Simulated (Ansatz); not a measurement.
We consider rock-salt LaSe, described by BLYP in Ansatz (PAW).

Numerical settings: plane-wave cutoff 520 eV, 16×16×16 k mesh, Fermi–Dirac smearing 0.05 eV, scalar-relativistic PAW data made under PBE.

A third-order Birch–Murnaghan fit to the energies gives V0 = 30.158 Å³/atom, B0 = 59.3 GPa, B′ = 4.6.

```tsv
V (Å³/atom)	P (GPa)
28.352	4.22
28.955	2.65
29.559	(withheld)
30.162	-0.01
30.765	(withheld)
31.368	(withheld)
31.972	(withheld)
```

**Question.** Estimate the withheld pressures from this fit; the answers are the runs' own values.

**Answer.** 
- 29.559, P (GPa): 1.25
- 30.765, P (GPa): -1.13
- 31.368, P (GPa): -2.13
- 31.972, P (GPa): -3.02

The formula P = (3/2) B0 (x^(7/3) − x^(5/3)) [1 + (3/4)(B′ − 4)(x^(2/3) − 1)] with x = V0/V meets the computed pressures within 0.01 GPa when these rounded values are put in.

Note: the volume lies 9 % above that of the published cell.

Spin–orbit coupling is not included; it can open a gap where bands touch, and shift volumes and moduli.

The computed numbers hold no vibrational or temperature effects.

The result took very roughly 2.7 core-minutes.

Ansatz is a quantum-chemistry and plane-wave program.
